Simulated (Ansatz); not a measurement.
Band structure of Bi (R-3m, 2 atoms in the cell).

```xyz
2
Lattice="4.2271 -2.3084 0.0000 4.2271 2.3084 0.0000 2.9664 0.0000 3.7944" Properties=species:S:1:pos:R:3 pbc="T T T"
Bi     2.6724     0.0000     0.8879
Bi     8.7481     0.0000     2.9065
```

Computed with PBE (plane waves, PAW; Ansatz, a first-principles code).

Settings: basis.ecutwfc = 30.9 Ry; kpoints.mp_grid.grid = 9 9 9; hamiltonian.xc = pbe; hamiltonian.pseudopotentials = {kind: paw} (the program's default PAW files); scf.occupations.method = gaussian; scf.occupations.width = 0.02 Ry; kpoints.band_path.path = [[0.0, 0.0, 0.0], [0.5, 0.0, 0.0], [0.5, 0.24025745, -0.24025745]]; kpoints.band_path.npoints = 8.

The starting cell has typed, rounded lattice constants, without a prior relaxation at this level. Its lattice was rescaled by a random factor within 2.5 % of one. Spin-orbit coupling is off.

Levels in eV from the Fermi level, bands 12 to 18:
| point | 12 | 13 | 14 | 15 | 16 | 17 | 18 |
|---|---|---|---|---|---|---|---|
| Γ | -7.66 | -1.40 | -1.17 | -1.17 | 2.40 | 2.83 | 2.83 |
| L | -10.40 | -1.30 | -1.14 | -0.32 | -0.26 | 0.53 | 1.00 |
| B1 | -10.14 | -3.86 | -3.78 | -0.45 | 0.73 | 4.84 | 4.85 |

Bands cross the Fermi level along this path, so the cell is metallic at this level.

Keys are those of Ansatz 0.2.
